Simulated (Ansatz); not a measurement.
The starting structures come from a database of crystals and need not be the phases stable at ambient conditions.

# Evanescent states of Cd(GaSe₂)₂ (I-4, not sure to be the ambient phase, 7 atoms a cell, 26.1 Å³ an atom) along the normal of (100)

All values below come from PBEsol (plane waves, PAW; Ansatz, a quantum-chemistry and plane-wave program).

The gap is the functional's own. No spin-orbit coupling. Mid-gap values are interpolated on the energy grid.

Energies count from the valence-band top; κ is the least over a 6×4 mesh across the current.

```json
[
 {"E (eV)": "0.04", "κ (1/Å)": "0.036", "where": "Γ"},
 {"E (eV)": "0.12", "κ (1/Å)": "0.060", "where": "Γ"},
 {"E (eV)": "0.20", "κ (1/Å)": "0.075", "where": "Γ"},
 {"E (eV)": "0.28", "κ (1/Å)": "0.085", "where": "Γ"},
 {"E (eV)": "0.36", "κ (1/Å)": "___", "where": "Γ"},
 {"E (eV)": "0.44", "κ (1/Å)": "___", "where": "Γ"},
 {"E (eV)": "0.52", "κ (1/Å)": "___", "where": "Γ"},
 {"E (eV)": "0.60", "κ (1/Å)": "___", "where": "Γ"},
 {"E (eV)": "0.68", "κ (1/Å)": "___", "where": "Γ"},
 {"E (eV)": "0.76", "κ (1/Å)": "___", "where": "Γ"},
 {"E (eV)": "0.84", "κ (1/Å)": "___", "where": "Γ"},
 {"E (eV)": "0.92", "κ (1/Å)": "___", "where": "Γ"},
 {"E (eV)": "1.00", "κ (1/Å)": "___", "where": "Γ"},
 {"E (eV)": "1.08", "κ (1/Å)": "0.083", "where": "Γ"},
 {"E (eV)": "1.16", "κ (1/Å)": "0.072", "where": "Γ"},
 {"E (eV)": "1.24", "κ (1/Å)": "0.057", "where": "Γ"},
 {"E (eV)": "1.32", "κ (1/Å)": "0.032", "where": "Γ"}
]
```

Question: Complete the blanks.

Answer: 
- 0.36, κ (1/Å): 0.093
- 0.44, κ (1/Å): 0.098
- 0.52, κ (1/Å): 0.101
- 0.60, κ (1/Å): 0.103
- 0.68, κ (1/Å): 0.104
- 0.76, κ (1/Å): 0.103
- 0.84, κ (1/Å): 0.100
- 0.92, κ (1/Å): 0.096
- 1.00, κ (1/Å): 0.090
